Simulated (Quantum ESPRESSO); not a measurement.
Quantum ESPRESSO run on BaGaSi (P-6m2, 3 atoms in the cell): self-consistent single point.

Method of the run: PBEsol, PseudoDojo standard norm-conserving (PBESOL) pseudopotentials (plane waves; Quantum ESPRESSO).

The change in words: lattice scaled by 0.98. Reference geometry:
```yaml
crystal:
  lattice:
    - [4.28357, 0.00000, 0.00000]
    - [-2.14178, 3.70968, 0.00000]
    - [0.00000, 0.00000, 5.23811]
  atoms:
    - { symbol: Ba, position: [0.00000, 0.00000, 0.00000] }
    - { symbol: Ga, position: [0.33333, 0.66667, 0.50000] }
    - { symbol: Si, position: [0.66667, 0.33333, 0.50000] }
```

Reference input (self-consistent single point, DFT, PBEsol, plane waves, PseudoDojo standard norm-conserving (PBESOL) pseudopotentials): ecutwfc = 80 Ry; occupations = smearing; smearing = fermi-dirac; degauss = 0.0073499 Ry; potentials = {Ba: Ba.upf, Ga: Ga.upf, Si: Si.upf}; K_POINTS = automatic 7 7 5 0 0 0; conv_thr = 1e-10 Ry; mixing_beta = 0.3. This run's input differs from it in these lines:

```diff
@@ -11,4 +11,4 @@
   ibrav = 4
-  celldm(1) = 8.09476959
-  celldm(3) = 1.2228374801
+  celldm(1) = 7.93287405
+  celldm(3) = 1.2228375350
   nat = 3
@@ -30,4 +30,4 @@
 Ba    0.00000000    0.00000000    0.00000000
-Ga    0.00000000    2.47311890    2.61905350
-Si    2.14178380    1.23655945    2.61905350
+Ga    0.00000000    2.42365648    2.56667250
+Si    2.09894808    1.21182824    2.56667250
 K_POINTS {automatic}
```

Output, abridged:

```
     Self-consistent Calculation

     iteration #  1     ecut=    80.00 Ry     beta= 0.30

---- Real-time Memory Report at c_bands before calling an iterative solver
           110 MiB given to the printing process from OS
            81 MiB allocation reported by mallinfo(arena+hblkhd)
------------------

     Threshold (ethr) on eigenvalues was too large:
     Diagonalizing with lowered threshold

---- Real-time Memory Report at c_bands before calling an iterative solver
           118 MiB given to the printing process from OS
            86 MiB allocation reported by mallinfo(arena+hblkhd)
------------------

   [... lines left out ...]

---- Real-time Memory Report at c_bands before calling an iterative solver
           132 MiB given to the printing process from OS
           111 MiB allocation reported by mallinfo(arena+hblkhd)
------------------

     total energy              =    -217.28345047 Ry
     estimated scf accuracy    <          2.3E-10 Ry

     iteration # 11     ecut=    80.00 Ry     beta= 0.30

---- Real-time Memory Report at c_bands before calling an iterative solver
           132 MiB given to the printing process from OS
           111 MiB allocation reported by mallinfo(arena+hblkhd)
------------------
     End of self-consistent calculation

     the Fermi energy is     9.0897 ev

!    total energy              =    -217.28345047 Ry
     estimated scf accuracy    <          3.0E-11 Ry
     smearing contrib. (-TS)   =      -0.00357850 Ry
     internal energy E=F+TS    =    -217.27987197 Ry

     convergence has been achieved in  11 iterations

     Forces acting on atoms (cartesian axes, Ry/au):

     atom    1 type  1   force =     0.00000000   -0.00000000    0.00000000
   [... zero for the other atoms too ...]

     Total force =     0.000000     Total SCF correction =     0.000000

          total   stress  (Ry/bohr**3)                   (kbar)     P=       -4.52
   0.00000182   0.00000000   0.00000000            0.27        0.00        0.00
   0.00000000   0.00000182  -0.00000000            0.00        0.27       -0.00
   0.00000000  -0.00000000  -0.00009583            0.00       -0.00      -14.10

   JOB DONE.
```

The run converged in 11 iterations. Against the reference run the free energy drops by 18.9 meV/atom and the pressure goes from -3.07 to -0.45 GPa. The full log also holds: “c_bands:  1 eigenvalues not converged”.

The starting cell comes from a database of computed structures (which also holds hypothetical and non-ambient phases and stackings), without a prior relaxation at this level. Its lattice was rescaled by a random factor within 2.5 % of one. For this run, on top of that: lattice scaled by 0.98.

Cost on one core of a shared machine: roughly 40 s.
